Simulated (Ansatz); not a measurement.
Here is the system:

```xyz
6
Lattice="-3.2559 4.5506 3.3197 3.2559 -4.5506 3.3197 3.2559 4.5506 -3.3197" Properties=species:S:1:pos:R:3 pbc="T T T"
Se     1.8032     3.2542     3.3197
Se     1.4527    -1.2964     3.3197
Se     1.8032     5.8470     0.0000
Se     1.4527     1.2964     0.0000
Sn     0.0000     0.0000     4.9795
Sn     0.0000     0.0000     1.6598
```

No spin polarisation.

Method: Kohn–Sham DFT with the PBEsol functional, run in Ansatz (a program for electronic structure) with PAW and 420 eV plane waves, no spin-orbit coupling. k-mesh 7×7×7 (Γ-centred); smearing 0.05 eV (Fermi–Dirac).

Q: Predict the space group.

A: Ibam (No. 72).

Q: Predict the smallest direct gap.

A: 1.32 eV.

Stability against distortions was not tested. The cell was made from SiSe2 by this change: Si → Sn; the result is a hypothetical phase, not in the database extracts checked. No dispersion term is included in the PBEsol runs.
